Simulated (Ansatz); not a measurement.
SiO2 (P4₁2₁2, No. 92), treated with LDA (Ansatz, a quantum-chemistry and plane-wave program, plane waves, PAW).

Numerical settings: plane-wave cutoff 520 eV, 8×8×6 k mesh (along the axes of the cell as run), Fermi–Dirac smearing 0.01 eV, scalar-relativistic PAW data made under PBE.

Cell (relaxed at this level):

Space group P4₁2₁2 (No. 92); a = b = 4.9447 Å, c = 6.8705 Å, α = β = γ = 90.00°

```json
[
 {"atom": "Si", "site": "4a", "symmetry": "..2", "x": "0.3044", "y": "0.3044", "z": "0.0000"},
 {"atom": "O", "site": "8b", "symmetry": "1", "x": "0.2373", "y": "0.1134", "z": "0.1834"}
]
```

Question: Give the computed bulk modulus and band gap.

Answer: 
- bulk modulus: 11.2 GPa
- band gap: 5.55 eV (direct)

Note: the bulk modulus comes from volumes at which shape and atoms were relaxed.

Static lattice: no zero-point or thermal effects.
